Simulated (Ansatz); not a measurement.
## Short convergence ladders for Al2Cu (I4mm, 3 atoms in the cell)

```
CELL_PARAMETERS angstrom
     -2.02018     2.02018     2.83684
      2.02018    -2.02018     2.83684
      2.02018     2.02018    -2.83684
ATOMIC_POSITIONS crystal
  Al 0.75000 0.25000 0.50000
  Al 0.25000 0.75000 0.50000
  Cu 0.50881 0.50881 0.00000
```

Base method: LDA (PW92), default PAW files made with PBE (plane waves; Ansatz, a first-principles code).

Base settings: basis.ecutwfc = 420 eV; kpoints.mp_grid.grid = 11 11 11; hamiltonian.xc = lda; hamiltonian.pseudopotentials = {kind: paw} (the program's default PAW files); scf.occupations.method = gaussian; scf.occupations.width = 0.1 eV.

The count of work is k-points × plane waves × bands × iterations; it is no time. 

**The cutoff for other potential files**

Level: DFT, LDA (PW92), plane waves, harder PAW files (source: ansatz) made with PBE.

In this ladder: hamiltonian.pseudopotentials = {kind: paw, source: ansatz}.

The second cell is the first with its lattice scaled by 0.98.

The mesh stays at the base's, so the ladder's end is converged at best in this setting alone.

The first pressure column holds Ansatz's estimate of the finite-basis (Pulay) stress, which hides part of the cutoff error; the other is without it.

Only quantities that move along the ladder and can be compared are tabulated.

```tsv
basis.ecutwfc	free energy less the last step's (meV/atom)	energy of the compressed cell less the first (meV/atom)	pressure (GPa)	pressure without the Pulay estimate (GPa)	largest difference of a force vector from the last step's (eV/Å)	count of work / last
405 eV	3575.54	-4.16	-2.54	-211.90	0.003	0.11
495 eV	516.21	10.76	-1.64	-40.78	0.011	0.15
630 eV	22.09	9.90	-1.67	-3.97	0.000	0.21
765 eV	2.39	9.91	-1.65	-1.72	0.000	0.28
900 eV	1.60	9.91	-1.65	-1.69	0.000	0.35
1080 eV	0.65	9.90	-1.65	-1.68	0.000	0.47
1350 eV	0.15	9.90	-1.65	-1.66	0.000	0.65
1800 eV	0.00	9.90	-1.65	-1.66	0.000	1.0
```

Coarsest basis.ecutwfc that holds the energy of the compressed cell less the first within 0.2 meV/atom of the last step, with all finer ones: 630 eV, at 0.21 of the last step's count of work; the step before is off by 0.86 meV/atom.

Coarsest basis.ecutwfc that holds the forces within 0.005 eV/Å of the last step, with all finer ones: 630 eV, at 0.21 of the last step's count of work; the step before is off by 0.011 eV/Å.

Coarsest basis.ecutwfc that holds the pressure within 0.05 GPa of the last step, with all finer ones: 495 eV, at 0.15 of the last step's count of work; the step before is off by 0.89 GPa.

The energy difference between the two cells stays within 1 meV/atom of the last step's from 495 eV on, the total only from 1080 eV on: much of the error is common to both cells and cancels.

At the lowest cutoff the pressure without the Pulay estimate lies 210 GPa under the last step's, the usual sign of Pulay stress in an incomplete plane-wave basis.

**The density cutoff**

The second cell is the first with its lattice scaled by 0.98.

The mesh stays at the base's, so the ladder's end is converged at best in this setting alone.

Only quantities that move along the ladder and can be compared are tabulated.

```tsv
basis.ecutrho_ratio	free energy less the last step's (meV/atom)	energy of the compressed cell less the first (meV/atom)	pressure (GPa)
2	-4.15	9.41	-1.32
3	-0.11	10.25	-1.60
4	0.00	10.24	-1.60
5	0.00	10.24	-1.60
6	0.00	10.24	-1.60
8	0.00	10.24	-1.60
10	0.00	10.24	-1.60
12	0.00	10.24	-1.60
16	0.00	10.24	-1.60
```

Coarsest basis.ecutrho_ratio that holds the pressure within 0.2 GPa of the last step, with all finer ones: 3; the step before is off by 0.28 GPa.

Coarsest basis.ecutrho_ratio that holds the energy of the compressed cell less the first within 0.2 meV/atom of the last step, with all finer ones: 3; the step before is off by 0.82 meV/atom.

Coarsest basis.ecutrho_ratio that holds the free energy within 0.5 meV/atom of the last step, with all finer ones: 3; the step before is off by 4.1 meV/atom.

The energy difference between the two cells stays within 1 meV/atom of the last step's from 2 on, the total only from 3 on: much of the error is common to both cells and cancels.

**The relaxed cell against the cutoff**

On Al2Cu (I4/mmm, 3 atoms in the cell): atoms on their sites.

In this ladder: relax = cell and atoms.

The mesh stays at the base's, so the ladder's end is converged at best in this setting alone.

Only quantities that move along the ladder and can be compared are tabulated.

```tsv
basis.ecutwfc	relaxed volume (Å³/atom)	relaxation steps
210 eV	15.090	77
250 eV	15.233	20
295 eV	15.312	11
355 eV	15.211	6
420 eV	15.193	4
505 eV	15.191	4
630 eV	15.190	4
840 eV	15.190	4
```

Coarsest basis.ecutwfc that holds the relaxed volume within 0.015 Å³/atom of the last step, with all finer ones: 420 eV; the step before is off by 0.021 Å³/atom.

At the lowest cutoff the cell relaxes to a volume 0.7 % smaller than at the highest. Ansatz relaxes on a stress corrected for the finite basis.

On the base run: the starting cell comes from a database of computed structures (which also holds hypothetical and non-ambient phases and stackings), without a prior relaxation at this level. Its lattice was rescaled by up to half a per cent. One atom was moved a little off its site on purpose. Spin polarisation is off.

Keys are those of Ansatz 0.2.
